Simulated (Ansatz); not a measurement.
```xyz
2
Lattice="13.5000 0.0000 0.0000 0.0000 11.0000 0.0000 0.0000 0.0000 2.6573" Properties=species:S:1:pos:R:3 pbc="T T T"
Au     5.5481     5.5000     0.0000
Au     7.9519     5.5000     1.3287
```

Calculation: PBE (plane waves to 420 eV, PAW; Ansatz, an electronic-structure program). Mesh 1×1×108. No spin polarisation, so a magnetic state wasn't tested. Isolated but for its images some 11 Å away. A model structure. Only distortions within the start's symmetry and period were free. Pairing along the axis, which can open a gap, is among the distortions not tried. Values not marked SOC lack spin–orbit coupling.

Question: Say what this body is, and give its properties.

Answer: Free triangular strip chain of Au atoms. A hypothetical model.
- PBE gap = none (under 0.01 eV)
- crossings of the Fermi level between Γ and the zone edge (49 points) = 2, each for both spins (ideal conductance 2 × 2e²/h)
